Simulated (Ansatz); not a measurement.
The parent structure is Nb in the bcc (W type) structure (space group Im-3m, No. 229; relaxed with 0.1 eV smearing).

Space group Im-3m (No. 229); a = 3.273 Å, b = 3.273 Å, c = 3.273 Å, α = 90.00°, β = 90.00°, γ = 90.00°

```tsv
atom	site	symmetry	x	y	z
Nb	2a	m-3m	0.0000	0.0000	0.0000
```
(The calculation used a cell of 1 atom; values per cell refer to that cell.)

Method: PBEsol/PAW in Ansatz (an electronic-structure program), no spin-orbit coupling.

Before the change:

The pressure is 0.0 GPa.

The change: every lattice vector is shortened by 3.00 %, atoms relaxed at fixed cell.

Question: How does this affect the energy relative to the base and pressure?

Answer: The energy goes up by 87 meV/atom; the pressure goes from zero to 19.5 GPa.

The cells carry an imposed strain or load. Stability against distortions was not tested. The final runs are not spin-polarised.
